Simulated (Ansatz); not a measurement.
System: β-phase GaSe (model structure). Method: LDA (Ansatz, an electronic-structure program, PAW).

Rigid layers of the crystal as relaxed at this level are moved apart or together:

| run | k mesh | layer repeat (Å) | energy against free layers (meV/Å²) | gap on the mesh (eV) |
|---|---|---|---|---|
| 1 | 12×12×4 | 7.675 | -8.16 | 0.653 |
| 2 | 12×12×4 | 7.825 | -8.85 | 0.818 |
| 3 | 12×12×2 | 7.975 | -8.71 | 0.941 |
| 4 | 12×12×2 | 8.175 | -7.88 | 1.100 |
| 5 | 12×12×2 | 8.475 | -6.10 | 1.314 |
| 6 | 12×12×2 | 8.975 | -3.38 | 1.575 |
| 7 | 12×12×2 | 9.975 | -0.76 | 1.881 |
| 8 | 12×12×2 | 11.975 | -0.02 | 2.082 |

The lowest energy of these points lies at a layer repeat of 7.82 Å.

Spin–orbit coupling is not included.

A model structure was made by putting elements into a prototype or built by hand; it is no filed structure, need not be a known phase, and can be a saddle point held by its symmetry.
